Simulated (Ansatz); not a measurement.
Start from SiO$_{2}$ in the rutile structure (space group P4_2/mnm, No. 136).

Space group P4₂/mnm (No. 136); a = 4.185 Å, b = 4.185 Å, c = 2.669 Å, α = 90.00°, β = 90.00°, γ = 90.00°

```tsv
atom	site	symmetry	x	y	z
Si	2a	m.mm	0.0000	0.0000	0.0000
O	4g	m.2m	0.1939	0.1939	0.5000
```

The other end (x = 1) is SiS2 in the rutile structure (space group P4_2/mnm, No. 136; a hypothetical phase, not in the database extracts checked; made of chains): 17.76 Å³/atom, gap 0.32 eV; this end may not be an ambient phase.

Level of theory: r2SCAN (Ansatz, a quantum-chemistry and plane-wave program), no spin-orbit coupling.

S replaces a fraction x of O; each row is one arrangement (x, atoms in the cell, starting space group or random), fully relaxed.

One change was made to it. Results:

```tsv
quantity	base	after
gap character (in this cell's own zone, which can be folded)	direct at Γ	indirect, k = (0.429, 0, 0.286) in the run's primitive reciprocal basis → k = (0.143, 1/3, -0.429) in the run's primitive reciprocal basis
mixing energy (against an end that may be hypothetical)	–	+172 meV/atom
```

### Question
Which change produced these results?
A) x(S) = 0.375, 12 atoms, Pm
B) x(S) = 0.5, 12 atoms, P2_1/c
C) x(S) = 0.5, 12 atoms, Pm

### Answer
B, x(S) = 0.5, 12 atoms, P2_1/c. For comparison, the mixing energy in the other runs: x(S) = 0.375, 12 atoms, Pm gives +0.259 eV/atom; x(S) = 0.5, 12 atoms, Pm gives +0.296 eV/atom.

These are small ordered cells, not random alloys; other orderings at the same x differ. Stability against distortions was not tested. Under x(S) = 0.5, 12 atoms, P2_1/c, x(S) = 0.375, 12 atoms, Pm and x(S) = 0.5, 12 atoms, Pm the cell changed shape so far that it is another structure. k-point labels follow each cell's own Brillouin zone.
